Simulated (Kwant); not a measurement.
Model: Hückel tight-binding model, one pz orbital an atom, one spin, coherent transport at 0 K (Kwant). Conductance is in e²/h.

System: π system c1cc2ccc3cccc4ccc(c1)c2c34 between two chain leads. The π system is taken as planar. Atoms are numbered from 0 in the order of the SMILES. Site energies (eV, carbon 0): [0.0, 0.0, 0.0, 0.0, 0.0, 0.0, 0.0, 0.0, 0.0, 0.0, 0.0, 0.0, 0.0, 0.0, 0.0, 0.0]. Bonds (i, j, β in eV): (0,1,-2.4) (1,2,-2.4) (2,3,-2.4) (3,4,-2.4) (4,5,-2.4) (5,6,-2.4) (6,7,-2.4) (7,8,-2.4) (8,9,-2.4) (9,10,-2.4) (10,11,-2.4) (11,12,-2.4) (12,13,-2.4) (12,14,-2.4) (14,15,-2.4) (13,0,-2.4) (14,2,-2.4) (15,5,-2.4) (15,9,-2.4). Leads: chains of hopping −3.6 eV, joined by −0.72 eV to atoms 1 and 10.

Site energies and bond integrals are typed Hückel values.

Sweep values stay those of the base run.

One input was changed, with this effect: transmission at E = 0 0.0036 → 0.0100.

Question: Which change was it?
(A) contacts moved from atoms [1, 10] to [3, 10]
(B) contacts moved from atoms [1, 10] to [0, 7]
(C) contacts moved from atoms [1, 10] to [3, 11]
(D) contacts moved from atoms [1, 10] to [0, 4]
(E) contacts moved from atoms [1, 10] to [3, 4]
(F) contacts moved from atoms [1, 10] to [1, 11]

Answer: E, contacts moved from atoms [1, 10] to [3, 4]
